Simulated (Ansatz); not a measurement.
Start from WS2 (space group P6_3/mmc, No. 194; a = 3.115 Å, c = 11.772 Å; layered, stacked along the Cartesian z axis).

Calculations: Ansatz (a quantum-chemistry and plane-wave program), PBEsol-D3(BJ), PAW, cutoff 420 eV, no spin-orbit coupling.

Strains are applied to the cell and any free atomic positions relax.

One change was made to it. Results:

| quantity | base | after |
|---|---|---|
| valence-band top at Γ (three highest levels, from the VBM) | 0.00, -1.26, -1.60 eV | 0.00, -1.25, -1.37 eV |
| largest internal atomic displacement | – | 0.060 Å |
| energy relative to the base (free energy F) | 0 meV/atom | +23 meV/atom |
| pressure (mean of the normal stresses, compression positive) | 0.0 kbar | -56.0 kbar |
| hole mass | 0.96 mₑ along c, 0.46 mₑ across (at Γ) | 1.0 mₑ along c, 0.47 mₑ across (at Γ) |

Question: What was done to the base?
(A) isotropic strain +0.60 %
(B) isotropic strain +2.40 %
(C) isotropic strain +1.80 %
(D) isotropic strain +1.20 %

Answer: B, isotropic strain +2.40 %. For comparison, the valence-band top at Γ in the other runs: isotropic strain +1.20 % gives 0.00, -1.32, -1.41 eV; isotropic strain +1.80 % gives 0.00, -1.33, -1.35 eV; isotropic strain +0.60 % gives 0.00, -1.29, -1.51 eV.

With W present, leaving out spin-orbit coupling can change the band edges. The levels and masses belong to the bands next to the band gap. Masses are band curvatures over ±0.01 Å⁻¹ around the edge. Stability against distortions was not tested.
